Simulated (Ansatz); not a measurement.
The parent structure is Pt in the fcc (Cu type) structure (space group Fm-3m, No. 225; a = 3.940 Å). Axes: x, y, z lie along the cube axes.

Structures relaxed with r2SCAN (Ansatz, a first-principles code), without spin-orbit coupling.

Base:

Simulated powder pattern, Co Kα, λ = 1.79026 Å (kinematic, ideal powder, no thermal factors, no anomalous dispersion; the 10 strongest lines at most, above 2 %, up to 2θ = 90°):

```csv
2θ (°),I/Imax (%),hkl
46.34,100,(111)
54.05,49,(200)
79.96,33,(220)
```

After one change:

Simulated powder pattern, Co Kα, λ = 1.79026 Å (kinematic, ideal powder, no thermal factors, no anomalous dispersion; the 10 strongest lines at most, above 2 %, up to 2θ = 90°):

| 2θ (°) | I/Imax (%) |
|---|---|
| 46.61 | 100 |
| 52.14 | 18 |
| 55.44 | 31 |
| 79.58 | 23 |
| 82.28 | 11 |

Q: Which of these changes matches the shifts?
A. uniaxial strain ε_yy = +0.45 %
B. biaxial strain −0.94 %, plane normal [110], relaxed out of plane
C. biaxial strain −2.33 %, plane normal [001], relaxed out of plane
D. biaxial strain +1.15 %, plane normal [111], relaxed out of plane

A: C, biaxial strain −2.33 %, plane normal [001], relaxed out of plane. Its volume per atom is 15.08 Å³ against 15.29 Å³, and its space group is I4/mmm (No. 139).

No phonon test of stability was made. The final runs are not spin-polarised.
